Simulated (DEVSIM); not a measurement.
System: Schottky contact on n-type Si, at 350 K.

```
layer (left to right)  material  thickness (μm)  Nd (cm⁻³)  τn (s)  τp (s)
---------------------  --------  --------------  ---------  ------  ------
1                            Si            6.20     1.7e17  3.6e-7  3.6e-7
```

Left contact: Schottky, work function 4.84 eV, emission velocity 1.6e6 cm/s. Right contact: ohmic. Voltage is applied to the left contact. Recombination: SRH at mid-gap. Mobility is μmin + (μ − μmin)/(1 + (N/Nref)^α).

Constants are typed, rounded textbook-type inputs, not results; the design itself was drawn at random and stands for no fabricated device. Values at 300 K; Nc and Nv go as T^1.5, mobilities as T to minus their exponent, the gap by Varshni's rule with the affinity fixed. The table also holds parameters that only a changed run uses.

```csv
parameter,Si
gap (eV),1.124
affinity (eV),4.05
permittivity,11.7
Nc (cm⁻³),2.86e19
Nv (cm⁻³),3.1e19
μn (cm²/Vs),1417
μp (cm²/Vs),470
"μn,min",52
"μp,min",45
"Nref,n",9.7e16
"Nref,p",2.2e17
αn,0.68
αp,0.72
T exponent of μn,2.3
T exponent of μp,2.2
Cn (cm⁶/s),2.8e-31
Cp (cm⁶/s),9.9e-32
Varshni α (eV/K),0.000473
Varshni β (K),636
```

DEVSIM, 1D drift-diffusion, Boltzmann statistics, complete ionisation; no tunnelling, impact ionisation, image-force lowering or self-heating. Metal contacts follow the ideal Schottky-Mott rule: no Fermi-level pinning, no interface dipoles.

Base results: dark forward voltage at 100 A/cm² (V) 0.452; potential step across the device at zero bias (V) 0.628; largest field in the device at zero bias (V/cm) 180000; dark forward voltage at 1 A/cm² (V) 0.307.

Q: What follows from this one change: metal work function 4.84 → 4.99 eV?

A: dark forward voltage at 100 A/cm² 0.452 → 0.602 V; potential step across the device at zero bias 0.628 → 0.778 V; largest field in the device at zero bias 180000 → 200000 V/cm; dark forward voltage at 1 A/cm² 0.307 → 0.457 V.

Q: What follows from this one change: doping Nd of layer 1 1.7e+17 → 5.1e+16 cm^-3?

A: dark forward voltage at 100 A/cm² 0.452 → 0.461 V; potential step across the device at zero bias 0.628 → 0.592 V; largest field in the device at zero bias 180000 → 94000 V/cm; dark forward voltage at 1 A/cm² little changed (0.308 V).

Q: What follows from this one change: metal work function 4.84 → 5.04 eV?

A: dark forward voltage at 100 A/cm² 0.452 → 0.651 V; potential step across the device at zero bias 0.628 → 0.828 V; largest field in the device at zero bias 180000 → 210000 V/cm; dark forward voltage at 1 A/cm² 0.307 → 0.506 V.

Q: What follows from this one change: thickness of layer 1 6.2 → 19 μm?

A: dark forward voltage at 100 A/cm² 0.452 → 0.464 V; potential step across the device at zero bias little changed (0.628 V); largest field in the device at zero bias little changed (180000 V/cm); dark forward voltage at 1 A/cm² little changed (0.307 V).
